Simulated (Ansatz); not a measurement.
NbAs (space group I4_1md, No. 109)

NbAs is taken in the tetragonal space group I4₁md (No. 109), Pearson symbol tI8. Conventional cell: a = 3.4581 Å, b = 3.4581 Å, c = 11.7643 Å, α = 90.00°, β = 90.00°, γ = 90.00°. Nb on 4a is surrounded by 6 As at 2.624–2.630 Å (trigonal prismatic). As on 4a has 6 Nb at 2.624–2.630 Å (trigonal prismatic). (Neighbours: up to the widest gap in distance over summed covalent radii, below 1.35, at either atom; cation-cation and far metal-metal contacts left out.)
(The calculation used a cell of 4 atoms; values per cell refer to that cell.)

All numbers come from r2SCAN, PAW, 500 eV (Ansatz, an electronic-structure program; without spin-orbit coupling). Γ-centred 19×19×19 mesh, Fermi–Dirac width 0.05 eV.

The volume per atom is 17.59 Å³, the density comes out as 7.92 g/cm³ and the band gap is zero. The total energy is -4714.898 eV/atom (σ→0; compares only within this code and set-up).

Stability against distortions was not tested. The final runs are not spin-polarised. The zero or small gap of NbAs can change with the level of theory.
